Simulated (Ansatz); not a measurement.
Here is the system:

```
Nb
1.0
    4.51724     0.00000     0.00000
    2.25862     3.91204     0.00000
    2.25862    -1.30401     0.96595
Nb
1
Cartesian
  0.00000   0.00000   0.00000
```

No spin polarisation.

Computed with LDA in Ansatz (plane waves to 420 eV, PAW, without spin-orbit coupling). Γ-centred 28×28×28 mesh, Fermi–Dirac width 0.1 eV.

Task: Predict the band gap, in-plane stress and space group.

Result: Band gap: zero
Mean in-plane stress (compression positive): +1.2 GPa
Space group: R-3m (No. 166)

The cells carry an imposed strain or load. Stability against distortions was not tested. The final runs are not spin-polarised. The cell was made from Nb in the bcc (W type) structure (space group Im-3m, No. 229) by this change: biaxial strain −1.67 %, plane normal [111], relaxed out of plane.

Ansatz is a first-principles code.
